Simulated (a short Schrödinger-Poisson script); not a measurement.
System: MOS inversion layer, SiO2 on p-type InP, at 300 K.

```tsv
layer	material	thickness (nm)	Na (cm⁻³)
1	SiO2	0.8	-
2	InP	1700	7.6e16
```

The device is made up for the run: typed textbook-type constants, with dimensions and the other settings drawn at random. SiO2: permittivity 3.9, conduction-band edge (eV) 3.48, gap (eV) 9, electron mass (mₑ) 0.5. InP: permittivity 12.5, conduction-band edge (eV) 0, gap (eV) 1.344, Nv at 300 K (cm⁻³) 1.1e19.

Channel valleys (confinement mass, in-plane density-of-states mass, number): Γ 0.08, 0.08, 1. At the gate the conduction-band edge of layer 1 lies 3.53 eV − eVg above the Fermi level of the channel; the field vanishes at the back. Gaps are held at their typed values at every temperature. Mesh 0.03 nm at interfaces.

Solved with a short Schrödinger-Poisson script written for these runs: 1D Poisson equation in equilibrium, electrons quantum, Hartree (BenDaniel-Duke, 12 states a valley, the channel's in-plane mass for all, wave functions free to enter the dielectric), parabolic valleys, classical holes, full ionisation, no traps, pinning or gate leakage.

Q: List the lowest subbands of each valley and their electrons at Vg = 0.8 V.

A: 
| valley | subband | energy from the Fermi level (meV) | electrons (cm⁻²) | share (%) |
|---|---|---|---|---|
| Γ | 0 | -170.9 | 5.71e12 | 85.5 |
| Γ | 1 | -16.1 | 9.09e11 | 13.6 |
| Γ | 2 | 70.4 | 5.50e10 | 0.8 |

All electrons: 6.68e12 cm⁻². Above a few 1e12 electrons/cm² a light Γ valley is non-parabolic and upper valleys begin to fill, which the model leaves out.
